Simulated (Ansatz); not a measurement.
Subject: the formation energy of AlN (wurtzite, P6₃mc) from the elements. Reaction: Al (fcc) + 1/2 N2 (gas) → AlN (wurtzite). Negative: the products are lower in energy. The value is per atom of the solid.

AlN (wurtzite, P6₃mc), 4 atoms in the cell, k-point mesh 12×12×8 on the run's own vectors.
```xyz
4
Lattice="3.1298 0.0000 0.0000 -1.5649 2.7105 0.0000 0.0000 0.0000 5.0174" Properties=species:S:1:pos:R:3 pbc="T T T"
Al     1.5649     0.9035     2.5049
Al     0.0000     1.8070     5.0136
N      1.5649     0.9035     4.4191
N      0.0000     1.8070     1.9104
```

Al (fcc, Fm-3m), 1 atom in the cell, k-point mesh 26×26×26 on the run's own vectors. Conventional cell: a = b = c = 4.0410 Å, α = β = γ = 90.00°.

An isolated N2 molecule (singlet) in a box of 11 × 11 × 13 Å.

Computed with Ansatz (plane waves, PAW), its PAW set soft_1, cutoff 420 eV, 500 eV for r2SCAN. The structures are at rest with PBE; other levels are single points on them, but for the rows marked own geometry. HSE06 runs on coarser k-point meshes, mended by the PBE difference between the two meshes. Some cells are metallic or hold partly filled levels, where a hybrid on a coarse mesh is less sure. Neutral cells; Fermi-Dirac smearing of at most 0.10 eV in the solids, energies taken to zero width. The lattices are those relaxed with PBE, so at other levels the solids can be strained, which adds to the spread. A dispersion term (D3(BJ), or D4 for r2SCAN) was computed beside these levels and is taken off wherever the name lacks it. Static lattices, no vibrational contributions.

Task: Predict the value from r2SCAN.

Result: -1.63 eV/atom, for Al (fcc) + 1/2 N2 (gas) → AlN (wurtzite).

Task: What do the other levels give, and how wide is the spread?

Result: 
```
Method                 value (eV/atom)  less r2SCAN
---------------------  ---------------  -----------
PBE+D3(BJ)                       -1.46         0.17
r2SCAN+D4                        -1.68        -0.05
HSE06+D3(BJ)                     -1.59         0.04
r2SCAN (own geometry)            -1.63         0.00
```

The levels span 0.22 eV/atom, from r2SCAN+D4 (-1.68) to PBE+D3(BJ) (-1.46).

Ansatz is a program for electronic structure.
